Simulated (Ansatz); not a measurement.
AlN (P6_3mc), r2SCAN with spin-orbit coupling, rigid bands (Ansatz, a program for electronic structure): N_v = 5.91e19 cm⁻³ at 300 K and a hole conductivity mass of 3.69 mₑ along x (a = (3.11, 0.00, 0.00) Å; b = (-1.55, 2.69, 0.00) Å; c = (0.00, 0.00, 4.98) Å).

Task: For 1e17 holes per cm³ at 300 K, place the Fermi level, estimate the Seebeck coefficient of a parabolic band with constant τ, and give mobility and conductivity for τ = 50 fs.

Result: The level lies k_BT ln(N_v/p) = 0.165 eV above the valence-band maximum. S ≈ +(k_B/e)[ln(N_v/p) + 5/2] = 765 μV/K, against 769 μV/K from the full bands (mean over directions). μ = eτ/m = 23.8 cm²/(V·s) and σ = peμ = 0.382 S/cm. τ is assumed, not computed.

Band transport and this doping are assumed; polarons and phonon drag are left out.
